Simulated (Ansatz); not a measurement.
## How a calculation on NaCd4As3 (R-3m, 8 atoms in the cell) responds to its settings

```
NaCd4As3
1.0
    2.26824     1.30957    11.36298
   -2.26824     1.30957    11.36298
    0.00000    -2.61914    11.36298
Na Cd As
1 4 3
Direct
  0.50000   0.50000   0.50000
  0.09547   0.09547   0.09547
  0.90453   0.90453   0.90453
  0.29918   0.29918   0.29918
  0.70082   0.70082   0.70082
  0.21980   0.21980   0.21980
  0.78020   0.78020   0.78020
  0.00000   0.00000   0.00000
```

Base run A: PBEsol, default PAW files made with PBE run with Ansatz (a quantum-chemistry and plane-wave program), self-consistent single point.

Its settings: basis.ecutwfc = 420 eV; kpoints.mp_grid.grid = 6 6 6; hamiltonian.xc = pbesol; hamiltonian.pseudopotentials = {kind: paw} (the program's default PAW files); scf.occupations.method = fermi_dirac; scf.occupations.width = 0.1 eV.

The starting cell comes from a database of computed structures (which also holds hypothetical and non-ambient phases and stackings), without a prior relaxation at this level. Its lattice was rescaled by a random factor within 2.5 % of one. Ansatz's pressure includes its estimate of the finite-basis (Pulay) stress. The run gives no clean gap (levels at the Fermi energy touch, overlap or are partly filled at this smearing), which alone does not show that the compound is a metal.

ΔF is the free energy per atom less that of run A. 

| run | scf.occupations.width | ΔF (meV/atom) | pressure (GPa) | largest force (eV/Å) | TS (meV/atom) |
|---|---|---|---|---|---|
| A | 0.1 eV | 0.00 | -2.79 | 0.264 | 3.1 |
| B | 0.002 eV | 1.30 | -2.81 | 0.264 | 0.0 |
| C | 0.01 eV | 1.30 | -2.81 | 0.264 | 0.0 |
| D | 0.025 eV | 1.24 | -2.81 | 0.265 | 0.2 |
| E | 0.05 eV | 1.02 | -2.81 | 0.266 | 0.6 |
| F | 0.15 eV | -2.2 | -2.76 | 0.253 | 8.9 |
| G | 0.2 eV | -6.1 | -2.72 | 0.239 | 19.2 |
| H | 0.3 eV | -20.2 | -2.55 | 0.199 | 57.7 |
| I | 0.5 eV | -84.4 | -1.91 | 0.138 | 230.4 |
| J | 0.8 eV | -291.2 | -0.31 | 0.185 | 737.9 |

Run C against A: The free energy goes up by 1.3 meV/atom, the pressure hardly changes (-2.79 to -2.81 GPa) and the largest force stays at 0.264 eV/Å.

Run I against A: The free energy goes down by 84.4 meV/atom, the pressure goes from -2.79 to -1.91 GPa and the largest force goes from 0.264 to 0.138 eV/Å.

Run J against A: The free energy falls by 291 meV/atom, the pressure goes from -2.79 to -0.31 GPa and the largest force goes from 0.264 to 0.185 eV/Å.

Keys are those of Ansatz 0.2.
